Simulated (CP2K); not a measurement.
Band structure of Ba₃ZnN₂O (P4/mmm, 7 atoms in the cell).

```
CELL_PARAMETERS angstrom
      4.09084     0.00000     0.00000
      0.00000     4.09084     0.00000
      0.00000     0.00000     9.16087
ATOMIC_POSITIONS crystal
  Ba 0.00000 0.00000 0.21788
  Ba 0.00000 0.00000 0.78212
  Ba 0.50000 0.50000 0.50000
  Zn 0.50000 0.50000 0.00000
  N  0.50000 0.50000 0.80054
  N  0.50000 0.50000 0.19946
  O  0.00000 0.00000 0.50000
```

Computed with PBEsol, GPW, DZVP-MOLOPT-SR-GTH basis, GTH-PBE potentials (GTH_POTENTIALS) (CP2K).

Settings: CUTOFF = 600 Ry; REL_CUTOFF = 50 Ry; SMEAR/METHOD = FERMI_DIRAC; ELECTRONIC_TEMPERATURE = 232.09 K; KPOINTS/SCHEME = MONKHORST-PACK 6 6 3; GAMMA_CENTERED = T; XC_FUNCTIONAL = PBE:PBESOL; Ba/BASIS_SET = DZVP-MOLOPT-SR-GTH-q10; Ba/POTENTIAL = GTH-PBE-q10; Zn/BASIS_SET = DZVP-MOLOPT-SR-GTH-q12; Zn/POTENTIAL = GTH-PBE-q12; N/BASIS_SET = DZVP-MOLOPT-SR-GTH-q5; N/POTENTIAL = GTH-PBE-q5; O/BASIS_SET = DZVP-MOLOPT-SR-GTH-q6.

The starting cell comes from a database of computed structures (which also holds hypothetical and non-ambient phases and stackings), without a prior relaxation at this level. Its lattice was rescaled by a random factor within 2.5 % of one. Values carry the incompleteness of an atom-centred basis. The potentials were made for another functional than the one used.

Question: Predict the gap along the standard path and the places of the band edges.

Answer: The gap along the path is 0.14 eV, from Z to A; the smallest direct gap on it is 0.22 eV.

Levels in eV from the top of the valence band on the SCF mesh, bands 26 to 30:
| point | 26 | 27 | 28 | 29 | 30 |
|---|---|---|---|---|---|
| Γ | -0.74 | -0.74 | -0.10 | -0.10 | 0.78 |
| X | -1.91 | -1.86 | -1.49 | -1.34 | 1.31 |
| M | -1.29 | -1.29 | -0.26 | -0.26 | 1.37 |
| Z | -0.82 | -0.82 | 0.03 | 0.03 | 0.89 |
| R | -2.39 | -2.04 | -1.66 | -1.17 | 1.46 |
| A | -1.39 | -1.39 | -0.04 | -0.04 | 0.18 |

Higher empty bands are left out: an atom-centred basis made for the valence describes them poorly.
